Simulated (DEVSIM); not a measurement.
System: abrupt GaP p-n junction, at 300 K.

Layer 1 from the left is GaP, thickness (μm) 0.510, Na (cm⁻³) 1.5e18, τn (s) 1.4e-6, τp (s) 1.4e-6. Layer 2 from the left is GaP, thickness (μm) 230, Nd (cm⁻³) 1.5e15, τn (s) 1.4e-6, τp (s) 1.4e-6.

Left contact: ohmic. Right contact: ohmic. Voltage is applied to the left contact. Recombination: SRH at mid-gap, radiative. Mobility is μmin + (μ − μmin)/(1 + (N/Nref)^α).

This is a model device: material constants are rounded textbook-type values typed into the input, and sizes, dopings and lifetimes were drawn at random. Values at 300 K.

GaP: gap (eV) 2.26, affinity (eV) 3.8, permittivity 11.1, Nc (cm⁻³) 1.8e19, Nv (cm⁻³) 1.9e19, μn (cm²/Vs) 250, μp (cm²/Vs) 150, μn,min 10, μp,min 10, Nref,n 4.4e18, Nref,p 1e18, αn 0.8, αp 0.85, B (cm³/s) 1e-13.

DEVSIM, 1D drift-diffusion, Boltzmann statistics, complete ionisation; no tunnelling, impact ionisation, image-force lowering or self-heating.

Dark forward current:

```csv
|V| (V),|J| (A/cm²)
0.70,4.297e-13
0.75,1.159e-12
0.80,3.131e-12
0.85,8.472e-12
0.90,2.296e-11
0.95,6.236e-11
1.00,1.697e-10
1.05,4.633e-10
1.10,1.269e-9
1.15,3.495e-9
1.20,9.701e-9
1.25,2.732e-8
1.30,7.913e-8
1.35,2.425e-7
1.40,8.256e-7
1.45,3.310e-6
1.50,1.605e-5
1.55,9.108e-5
1.60,0.0005670
1.65,0.003574
1.70,0.01909
1.75,0.06563
1.80,0.1459
1.85,0.2509
1.90,0.3747
1.95,0.5146
```

Work out the local ideality factor n = ΔV / (kT/q · ln(J2/J1)) between the rows 0.70 and 0.75 V, 1.60 and 1.65 V, 1.90 and 1.95 V.

kT/q = 25.85 mV. From 0.70 to 0.75 V: ln(1.159e-12/4.297e-13) = 0.992, n = 1.95, near the 2 of recombination in the depletion region. From 1.60 to 1.65 V: ln(0.003574/0.0005670) = 1.841, n = 1.05, near the 1 of diffusion or emission over a barrier. From 1.90 to 1.95 V: ln(0.5146/0.3747) = 0.317, n = 6.10.

Estimate the current at 1.60 V from the Shockley equation with J0 = Σ q ni² D/(N L) coth(W/L), τ joining the SRH, radiative and Auger lifetimes that are on, and W taken as the whole layer.

ni² = 3.67 cm⁻⁶; electrons in the p layer: μ = 179 cm²/Vs, D = 4.62 cm²/s, τ = 1.16e-6 s, L = 23.1 μm, W/L = 0.022, term 3.55e-32 A/cm²; holes in the n layer: μ = 149 cm²/Vs, D = 3.86 cm²/s, τ = 1.40e-6 s, L = 23.3 μm, W/L = 9.9, term 6.51e-31 A/cm². J0 = 6.87e-31 A/cm², and J = J0 exp(qV/kT) = 0.000522 A/cm². The simulation gives 0.000567 A/cm²; the estimate lies 7.9 % below. The estimate leaves out recombination in the depletion region and that region's share of W.
